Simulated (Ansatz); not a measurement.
Si well of 12 atomic layers along [001] in random Si0.8Ge0.2, interfaces one step of a layer

Prepared with LAMMPS with Tersoff's 1989 multicomponent potential (SiCGe.tersoff): minimisation. Geometry as solved with PBE, support functions at accuracy medium on the grid of 370 eV in Ansatz (an electronic-structure program).

```xyz
648
Lattice="16.58 0.00 0.00 0.00 16.58 0.00 0.00 0.00 49.45" Properties=species:S:1:pos:R:3 pbc="T T T"
Si     0.04     0.04    -0.04
Si     1.38     1.40     1.37
Si     2.74     2.80     0.03
Si     4.14     4.17     1.39
Ge     2.78     0.02     2.78
Si     4.17     1.43     4.20
Si     0.02     2.72     2.79
Ge     1.41     4.16     4.16
Si     0.00     0.02     5.59
Si     1.37     1.42     6.94
Si     2.78     2.76     5.60
Si     4.14     4.15     6.97
Ge     2.77     0.02     8.33
Si     4.18     1.42     9.72
Si     0.03     2.76     8.36
Si     1.40     4.16     9.71
Si    -0.02    -0.02    11.07
Ge     1.39     1.40    12.45
Si     2.80     2.80    11.07
Si     4.14     4.14    12.49
Si     2.80     0.01    13.83
Si     4.15     1.40    15.21
Si     0.01     2.82    13.84
Si     1.38     4.16    15.21
Si     0.00     0.01    16.62
Si     1.39     1.39    17.95
Si     2.76     2.77    16.57
Si     4.14     4.14    17.94
Si     2.76     0.00    19.30
Si     4.15     1.38    20.66
Si     0.00     2.77    19.30
Si     1.38     4.15    20.66
Si     0.00     0.00    22.01
Si     1.38     1.38    23.37
Si     2.76     2.76    22.01
Si     4.14     4.14    23.37
Si     2.76     0.00    24.73
Si     4.14     1.38    26.09
Si     0.00     2.76    24.73
Si     1.38     4.14    26.09
Si     0.00     0.00    27.45
Si     1.38     1.38    28.81
Si     2.76     2.76    27.46
Si     4.15     4.15    28.81
Si     2.77     0.00    30.17
Si     4.14     1.39    31.54
Si     0.00     2.76    30.17
Si     1.39     4.14    31.53
Si     0.02     0.02    32.88
Si     1.39     1.38    34.27
Si     2.77     2.77    32.91
Si     4.15     4.13    34.29
Si     2.77    -0.01    35.63
Si     4.14     1.36    37.01
Si     0.02     2.74    35.66
Si     1.39     4.12    37.03
Ge     0.00    -0.01    38.39
Si     1.41     1.38    39.79
Si     2.76     2.73    38.37
Ge     4.17     4.16    39.72
Si     2.76    -0.01    41.16
Si     4.13     1.33    42.57
Si    -0.03     2.71    41.12
Ge     1.37     4.08    42.54
Si    -0.01    -0.01    43.93
Si     1.35     1.37    45.31
Si     2.76     2.69    43.94
Ge     4.15     4.13    45.31
Si     2.72    -0.01    46.66
Ge     4.13     1.37    48.09
Si     0.00     2.77    46.70
Si     1.38     4.15    48.07
Si     0.02     5.52     0.00
Si     1.37     6.90     1.38
Si     2.74     8.27     0.01
Ge     4.17     9.63     1.43
Si     2.79     5.57     2.75
Si     4.16     6.90     4.18
Si    -0.01     8.27     2.75
Ge     1.42     9.63     4.16
Si     0.04     5.58     5.56
Si     1.41     6.92     6.95
Si     2.81     8.25     5.58
Si     4.15     9.67     6.94
Si     2.76     5.53     8.33
Si     4.11     6.94     9.69
Si     0.01     8.27     8.33
Si     1.36     9.65     9.71
Si     0.00     5.53    11.08
Si     1.38     6.91    12.46
Si     2.74     8.29    11.09
Si     4.13     9.68    12.44
Si     2.76     5.53    13.84
Si     4.12     6.88    15.23
Si    -0.01     8.29    13.82
Si     1.38     9.65    15.20
Si    -0.01     5.54    16.57
Si     1.37     6.91    17.94
Si     2.75     8.28    16.58
Si     4.14     9.67    17.94
Si     2.76     5.53    19.30
Si     4.14     6.91    20.66
Si     0.00     8.29    19.30
Si     1.38     9.67    20.66
Si     0.00     5.53    22.02
Si     1.38     6.91    23.38
Si     2.76     8.29    22.02
Si     4.15     9.67    23.37
Si     2.76     5.53    24.73
Si     4.15     6.91    26.09
Si     0.00     8.29    24.74
Si     1.38     9.68    26.09
Si     0.00     5.53    27.45
Si     1.39     6.91    28.80
Si     2.77     8.29    27.44
Si     4.14     9.67    28.81
Si     2.77     5.53    30.17
Si     4.16     6.91    31.53
Si     0.02     8.30    30.15
Si     1.38     9.68    31.53
Si     0.01     5.52    32.85
Ge     1.40     6.91    34.27
Si     2.79     8.32    32.88
Si     4.15     9.68    34.27
Si     2.78     5.50    35.68
Si     4.13     6.92    37.02
Si     0.01     8.34    35.65
Si     1.38     9.69    37.02
Si     0.03     5.48    38.42
Si     1.35     6.94    39.74
Si     2.75     8.30    38.39
Si     4.13     9.69    39.75
Ge     2.75     5.58    41.15
Si     4.16     6.91    42.58
Si    -0.02     8.28    41.13
Ge     1.42     9.63    42.54
Ge    -0.01     5.54    43.95
Si     1.43     6.91    45.33
Si     2.81     8.27    43.98
Si     4.14     9.70    45.33
Si     2.76     5.54    46.72
Si     4.14     6.91    48.09
Ge     0.01     8.29    46.71
Si     1.40     9.69    48.10
Si     0.00    11.05     0.00
Ge     1.42    12.43     1.39
Si     2.77    13.85    -0.02
Si     4.16    15.16     1.38
Si     2.82    11.06     2.80
Si     4.20    12.42     4.15
Ge     0.00    13.83     2.82
Si     1.37    15.25     4.21
Ge    -0.06    11.02     5.56
Ge     1.37    12.44     6.99
Ge     2.80    13.84     5.54
Si     4.19    15.25     6.91
Si     2.75    11.00     8.34
Ge     4.13    12.42     9.73
Si    -0.03    13.84     8.37
Si     1.36    15.20     9.72
Si    -0.03    11.03    11.05
Ge     1.36    12.43    12.47
Si     2.74    13.86    11.09
Si     4.13    15.24    12.43
Si     2.77    11.02    13.85
Si     4.13    12.39    15.23
Si    -0.05    13.82    13.84
Ge     1.39    15.20    15.22
Si     0.01    11.05    16.56
Si     1.38    12.42    17.95
Si     2.79    13.78    16.60
Si     4.15    15.20    17.94
Si     2.76    11.05    19.30
Si     4.15    12.44    20.65
Si     0.00    13.81    19.31
Si     1.38    15.20    20.66
Si     0.00    11.05    22.02
Si     1.38    12.44    23.37
Si     2.77    13.82    22.02
Si     4.15    15.20    23.38
Si     2.77    11.06    24.73
Si     4.15    12.44    26.10
Si     0.00    13.82    24.73
Si     1.38    15.20    26.09
Si     0.00    11.06    27.45
Si     1.38    12.44    28.82
Si     2.76    13.82    27.45
Si     4.14    15.20    28.81
Si     2.76    11.06    30.17
Si     4.14    12.45    31.54
Si     0.00    13.82    30.18
Si     1.38    15.21    31.53
Si     0.01    11.07    32.91
Si     1.40    12.44    34.27
Si     2.76    13.83    32.90
Si     4.13    15.22    34.24
Si     2.76    11.05    35.65
Si     4.12    12.43    37.04
Si     0.04    13.79    35.66
Si     1.42    15.18    37.00
Si    -0.02    11.05    38.39
Ge     1.38    12.46    39.78
Si     2.79    13.85    38.39
Si     4.16    15.21    39.79
Si     2.80    11.05    41.15
Si     4.17    12.41    42.52
Si    -0.02    13.87    41.17
Si     1.36    15.23    42.53
Ge     0.00    11.06    43.98
Si     1.39    12.46    45.38
Ge     2.77    13.82    43.92
Si     4.14    15.26    45.30
Si     2.77    11.06    46.71
Si     4.11    12.45    48.08
Si    -0.01    13.83    46.71
Si     1.38    15.21    48.06
Si     5.53    -0.05     0.03
Ge     6.89     1.37     1.43
Si     8.25     2.77     0.01
Ge     9.62     4.14     1.43
Si     8.33    -0.03     2.80
Si     9.69     1.36     4.15
Si     5.49     2.81     2.81
Si     6.87     4.18     4.16
Si     5.55     0.03     5.54
Si     6.89     1.38     6.96
Ge     8.29     2.77     5.54
Si     9.69     4.15     6.95
Si     8.26     0.05     8.37
Si     9.67     1.39     9.72
Si     5.53     2.77     8.32
Si     6.94     4.11     9.68
Si     5.54     0.02    11.09
Si     6.92     1.40    12.46
Si     8.30     2.77    11.09
Si     9.67     4.14    12.48
Si     8.33     0.03    13.80
Si     9.68     1.40    15.20
Si     5.53     2.76    13.84
Si     6.90     4.15    15.20
Si     5.51     0.03    16.60
Si     6.91     1.39    17.94
Si     8.29     2.77    16.56
Si     9.67     4.14    17.94
Si     8.29     0.00    19.30
Si     9.67     1.38    20.66
Si     5.53     2.77    19.30
Si     6.91     4.15    20.66
Si     5.53     0.00    22.02
Si     6.91     1.38    23.38
Si     8.29     2.76    22.02
Si     9.67     4.15    23.37
Si     8.29     0.00    24.73
Si     9.67     1.38    26.09
Si     5.52     2.76    24.73
Si     6.91     4.15    26.09
Si     5.53     0.00    27.45
Si     6.91     1.39    28.81
Si     8.29     2.76    27.44
Si     9.67     4.14    28.81
Si     8.29     0.01    30.17
Si     9.67     1.38    31.54
Si     5.53     2.77    30.18
Si     6.91     4.14    31.55
Si     5.52     0.01    32.89
Si     6.90     1.37    34.28
Si     8.28     2.75    32.91
Si     9.66     4.13    34.26
Si     8.27    -0.02    35.64
Ge     9.68     1.39    37.02
Si     5.53     2.75    35.65
Si     6.91     4.14    37.00
Si     5.52     0.00    38.40
Si     6.91     1.38    39.74
Si     8.27     2.79    38.42
Si     9.70     4.12    39.77
Ge     8.28    -0.03    41.14
Ge     9.70     1.40    42.57
Ge     5.54     2.73    41.20
Si     6.93     4.14    42.60
Si     5.53     0.01    43.94
Si     6.92     1.37    45.32
Si     8.28     2.78    43.97
Si     9.71     4.12    45.29
Si     8.28    -0.03    46.68
Ge     9.67     1.38    48.07
Si     5.57     2.75    46.71
Si     6.89     4.14    48.10
Si     5.52     5.53     0.02
Si     6.91     6.90     1.40
Si     8.26     8.27     0.00
Ge     9.65     9.68     1.40
Si     8.25     5.56     2.82
Si     9.65     6.91     4.20
Si     5.57     8.25     2.83
Si     6.92     9.67     4.18
Si     5.49     5.50     5.55
Ge     6.90     6.91     6.94
Si     8.31     8.32     5.56
Si     9.68     9.68     6.95
Si     8.30     5.49     8.32
Ge     9.69     6.92     9.71
Si     5.50     8.31     8.34
Si     6.89     9.66     9.71
Ge     5.54     5.53    11.07
Si     6.95     6.90    12.46
Si     8.27     8.31    11.10
Si     9.63     9.67    12.48
Si     8.30     5.52    13.84
Si     9.65     6.88    15.24
Ge     5.53     8.28    13.85
Si     6.93     9.69    15.23
Si     5.52     5.52    16.58
Si     6.90     6.91    17.94
Si     8.29     8.29    16.58
Si     9.68     9.67    17.93
Si     8.29     5.53    19.29
Si     9.67     6.91    20.65
Si     5.52     8.29    19.30
Si     6.91     9.67    20.65
Si     5.53     5.53    22.02
Si     6.91     6.91    23.37
Si     8.29     8.29    22.01
Si     9.67     9.67    23.37
Si     8.29     5.53    24.73
Si     9.67     6.91    26.09
Si     5.53     8.29    24.73
Si     6.91     9.67    26.09
Si     5.53     5.53    27.45
Si     6.91     6.91    28.81
Si     8.29     8.29    27.45
Si     9.67     9.67    28.81
Si     8.28     5.52    30.17
Si     9.69     6.89    31.50
Si     5.53     8.29    30.16
Si     6.88     9.69    31.51
Si     5.52     5.51    32.91
Si     6.88     6.88    34.29
Ge     8.28     8.29    32.91
Si     9.69     9.71    34.28
Si     8.28     5.50    35.62
Ge     9.67     6.91    37.03
Si     5.49     8.27    35.63
Ge     6.90     9.68    37.02
Si     5.57     5.56    38.34
Si     6.91     6.90    39.76
Si     8.29     8.29    38.45
Si     9.66     9.67    39.78
Ge     8.32     5.53    41.18
Si     9.70     6.95    42.58
Ge     5.53     8.30    41.16
Si     6.94     9.70    42.54
Si     5.53     5.52    43.89
Ge     6.89     6.95    45.28
Si     8.32     8.35    43.91
Si     9.71     9.68    45.31
Ge     8.32     5.52    46.70
Si     9.67     6.96    48.07
Si     5.50     8.33    46.72
Si     6.94     9.66    48.05
Ge     5.57    11.08     0.01
Si     6.95    12.48     1.43
Si     8.31    13.83     0.02
Si     9.69    15.19     1.39
Si     8.26    11.08     2.81
Si     9.70    12.41     4.14
Si     5.54    13.82     2.77
Si     6.88    15.22     4.14
Si     5.52    11.03     5.56
Si     6.92    12.37     6.93
Ge     8.27    13.79     5.52
Ge     9.65    15.25     6.96
Si     8.28    11.03     8.33
Si     9.62    12.44     9.71
Ge     5.57    13.84     8.30
Si     6.93    15.23     9.74
Si     5.55    11.03    11.10
Si     6.93    12.41    12.45
Si     8.28    13.83    11.09
Si     9.68    15.20    12.44
Si     8.29    11.06    13.85
Si     9.68    12.43    15.20
Ge     5.50    13.79    13.81
Ge     6.94    15.23    15.22
Si     5.54    11.05    16.59
Si     6.92    12.44    17.94
Si     8.33    13.80    16.60
Si     9.68    15.20    17.95
Si     8.30    11.05    19.30
Si     9.67    12.44    20.66
Si     5.54    13.82    19.30
Si     6.91    15.20    20.66
Si     5.53    11.06    22.01
Si     6.91    12.44    23.38
Si     8.29    13.82    22.02
Si     9.67    15.20    23.38
Si     8.29    11.06    24.73
Si     9.67    12.44    26.09
Si     5.53    13.82    24.74
Si     6.91    15.20    26.09
Si     5.53    11.06    27.46
Si     6.91    12.44    28.81
Si     8.29    13.82    27.45
Si     9.67    15.20    28.81
Si     8.29    11.05    30.16
Si     9.70    12.42    31.51
Si     5.52    13.82    30.17
Si     6.88    15.23    31.51
Si     5.52    11.06    32.90
Si     6.91    12.40    34.26
Ge     8.30    13.83    32.89
Si     9.69    15.22    34.30
Si     8.31    11.08    35.63
Si     9.66    12.45    37.01
Ge     5.53    13.82    35.65
Si     6.93    15.22    37.05
Si     5.50    11.09    38.42
Si     6.91    12.45    39.78
Si     8.30    13.82    38.40
Si     9.71    15.17    39.76
Si     8.28    11.06    41.13
Ge     9.68    12.45    42.53
Si     5.53    13.82    41.17
Si     6.88    15.19    42.57
Si     5.52    11.03    43.91
Ge     6.93    12.41    45.30
Si     8.29    13.86    43.92
Si     9.67    15.20    45.32
Si     8.34    11.02    46.71
Si     9.68    12.44    48.08
Ge     5.51    13.85    46.72
Si     6.94    15.21    48.11
Si    11.07    -0.03     0.03
Si    12.41     1.42     1.37
Si    13.80     2.73    -0.03
Ge    15.21     4.10     1.39
Ge    13.81     0.05     2.77
Si    15.24     1.38     4.19
Si    11.05     2.74     2.79
Si    12.38     4.13     4.19
Si    11.04     0.04     5.56
Si    12.42     1.35     6.97
Ge    13.81     2.75     5.57
Ge    15.23     4.20     6.98
Si    13.82     0.00     8.34
Si    15.21     1.38     9.71
Si    11.04     2.74     8.31
Ge    12.44     4.14     9.71
Si    11.06     0.01    11.08
Si    12.43     1.39    12.45
Si    13.86     2.74    11.11
Si    15.21     4.16    12.46
Si    13.81     0.00    13.78
Ge    15.19     1.40    15.20
Si    11.07     2.77    13.83
Si    12.43     4.16    15.20
Si    11.03     0.03    16.59
Si    12.43     1.39    17.95
Si    13.78     2.80    16.59
Si    15.20     4.16    17.94
Si    13.81     0.00    19.30
Si    15.20     1.38    20.65
Si    11.05     2.77    19.31
Si    12.44     4.15    20.66
Si    11.05     0.00    22.02
Si    12.44     1.39    23.37
Si    13.82     2.77    22.01
Si    15.20     4.15    23.38
Si    13.82     0.00    24.73
Si    15.20     1.38    26.09
Si    11.06     2.77    24.73
Si    12.44     4.14    26.10
Si    11.06     0.00    27.45
Si    12.44     1.38    28.81
Si    13.82     2.76    27.45
Si    15.20     4.14    28.81
Si    13.82    -0.01    30.17
Si    15.21     1.37    31.52
Si    11.05     2.75    30.17
Si    12.43     4.13    31.52
Si    11.05     0.00    32.91
Si    12.43     1.39    34.27
Si    13.80     2.73    32.87
Ge    15.20     4.13    34.25
Si    13.79     0.03    35.66
Si    15.19     1.41    37.01
Si    11.07     2.79    35.62
Si    12.44     4.13    37.04
Si    11.09    -0.02    38.43
Si    12.46     1.37    39.79
Si    13.82     2.76    38.40
Si    15.19     4.13    39.78
Si    13.81    -0.01    41.17
Si    15.21     1.34    42.52
Si    11.09     2.78    41.14
Si    12.43     4.18    42.52
Si    11.07    -0.02    43.97
Si    12.44     1.34    45.33
Ge    13.82     2.75    43.92
Si    15.19     4.15    45.36
Si    13.83    -0.01    46.70
Si    15.20     1.38    48.06
Si    11.09     2.76    46.66
Si    12.46     4.11    48.04
Ge    11.05     5.52    -0.02
Ge    12.42     6.94     1.43
Ge    13.84     8.34    -0.01
Si    15.24     9.71     1.41
Ge    13.83     5.52     2.86
Si    15.24     6.94     4.21
Si    11.01     8.28     2.83
Ge    12.44     9.67     4.18
Si    11.04     5.53     5.57
Si    12.44     6.90     6.92
Si    13.84     8.27     5.59
Si    15.17     9.63     6.99
Si    13.81     5.59     8.34
Si    15.22     6.92     9.71
Si    11.09     8.31     8.28
Si    12.46     9.64     9.69
Si    11.06     5.52    11.13
Si    12.47     6.89    12.45
Si    13.83     8.28    11.08
Si    15.19     9.67    12.45
Si    13.83     5.53    13.83
Si    15.20     6.91    15.20
Ge    11.06     8.28    13.84
Si    12.46     9.69    15.22
Si    11.05     5.52    16.58
Si    12.44     6.91    17.93
Si    13.83     8.29    16.57
Si    15.21     9.67    17.93
Si    13.82     5.54    19.30
Si    15.20     6.91    20.66
Si    11.06     8.29    19.29
Si    12.44     9.67    20.66
Si    11.05     5.53    22.02
Si    12.44     6.91    23.38
Si    13.82     8.29    22.02
Si    15.20     9.67    23.38
Si    13.82     5.53    24.74
Si    15.20     6.91    26.09
Si    11.06     8.29    24.74
Si    12.44     9.67    26.09
Si    11.05     5.53    27.46
Si    12.44     6.91    28.81
Si    13.82     8.29    27.45
Si    15.20     9.68    28.81
Si    13.82     5.52    30.16
Si    15.23     6.89    31.49
Si    11.06     8.29    30.17
Si    12.42     9.70    31.51
Si    11.03     5.49    32.87
Ge    12.41     6.89    34.28
Ge    13.86     8.31    32.88
Si    15.23     9.72    34.30
Si    13.80     5.49    35.67
Ge    15.22     6.89    37.02
Si    11.05     8.34    35.65
Si    12.41     9.72    37.01
Si    11.07     5.50    38.42
Si    12.40     6.89    39.82
Ge    13.78     8.32    38.44
Si    15.21     9.70    39.81
Si    13.82     5.52    41.16
Si    15.20     6.91    42.50
Si    11.04     8.30    41.17
Si    12.41     9.70    42.52
Si    11.06     5.53    43.93
Si    12.42     6.87    45.34
Ge    13.79     8.28    43.92
Si    15.16     9.68    45.34
Si    13.82     5.52    46.71
Si    15.20     6.86    48.08
Si    11.06     8.30    46.68
Si    12.42     9.71    48.03
Si    11.07    11.07    -0.01
Si    12.44    12.43     1.37
Si    13.79    13.79    -0.04
Ge    15.20    15.21     1.32
Si    13.82    11.07     2.75
Si    15.16    12.41     4.15
Si    11.04    13.77     2.74
Ge    12.38    15.19     4.17
Si    11.04    11.07     5.58
Si    12.43    12.38     6.97
Ge    13.83    13.80     5.60
Si    15.22    15.23     6.98
Si    13.82    11.03     8.34
Si    15.18    12.43     9.71
Ge    11.07    13.81     8.36
Si    12.47    15.22     9.75
Ge    11.05    11.04    11.08
Si    12.45    12.45    12.48
Si    13.82    13.81    11.10
Si    15.19    15.20    12.45
Si    13.83    11.06    13.84
Si    15.20    12.43    15.21
Si    11.03    13.80    13.81
Ge    12.43    15.20    15.21
Si    11.07    11.06    16.57
Si    12.44    12.44    17.95
Si    13.84    13.80    16.60
Si    15.20    15.20    17.95
Si    13.82    11.05    19.30
Si    15.20    12.43    20.66
Si    11.06    13.82    19.31
Si    12.44    15.21    20.67
Si    11.06    11.06    22.02
Si    12.44    12.44    23.38
Si    13.82    13.82    22.02
Si    15.20    15.20    23.37
Si    13.82    11.06    24.73
Si    15.21    12.44    26.09
Si    11.06    13.82    24.73
Si    12.44    15.20    26.09
Si    11.06    11.06    27.45
Si    12.45    12.45    28.80
Si    13.82    13.82    27.44
Si    15.20    15.20    28.81
Si    13.82    11.07    30.16
Si    15.20    12.44    31.54
Si    11.06    13.82    30.16
Si    12.43    15.20    31.54
Si    11.06    11.07    32.90
Si    12.43    12.45    34.28
Si    13.80    13.81    32.89
Ge    15.21    15.21    34.28
Si    13.82    11.09    35.65
Si    15.21    12.44    37.02
Si    11.07    13.83    35.66
Si    12.45    15.21    37.03
Si    11.00    11.05    38.37
Ge    12.44    12.44    39.75
Si    13.85    13.84    38.37
Si    15.17    15.20    39.79
Si    13.81    11.04    41.17
Ge    15.17    12.48    42.55
Si    11.08    13.86    41.16
Si    12.43    15.22    42.56
Si    11.08    11.06    43.94
Si    12.43    12.46    45.32
Si    13.78    13.86    43.96
Si    15.20    15.20    45.32
Si    13.80    11.08    46.68
Si    15.20    12.43    48.06
Si    11.04    13.82    46.69
Si    12.43    15.19    48.06
```
